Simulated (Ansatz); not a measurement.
Given:

End structure of a constructed model of the (0001) surface of hcp Co, ferromagnetic, a layer of Ni in place of the third plane (bottom of the slab: a bare face, its two planes held):

```yaml
crystal:
  lattice:
    - [2.49292, 0.00000, 0.00000]
    - [-1.24646, 2.15893, 0.00000]
    - [0.00000, 0.00000, 26.50000]
  atoms:
    - { symbol: Co, position: [0.66667, 0.33333, 0.31024] }
    - { symbol: Co, position: [0.33333, 0.66667, 0.38632] }
    - { symbol: Co, position: [0.66667, 0.33333, 0.46245] }
    - { symbol: Ni, position: [0.33333, 0.66667, 0.53916] }
    - { symbol: Co, position: [0.66667, 0.33333, 0.61667] }
    - { symbol: Co, position: [0.33333, 0.66667, 0.69011] }
```

Set-up: 6 atoms, 10.1 Å thick at the start with caps and adatoms (thin: gaps and levels are the slab's own); mesh 17x17x1; 0.1 eV smearing; dipole correction on; 2 atoms held, the rest relaxed; symmetry of the start imposed; spin-polarised, ending with about 9.1 μB a cell; orders that need a larger cell were not tried, no spin-orbit, no U. In PBE it is, or lies within 0.01 eV a 1x1 cell of, the lowest of the 2 structures of its composition computed so far; subsurface sites and larger cells were not tried.

**Question.** Estimate the work function of the top face that PBE (Ansatz, a first-principles code) returns for this input.

**Answer.** 5.00 eV
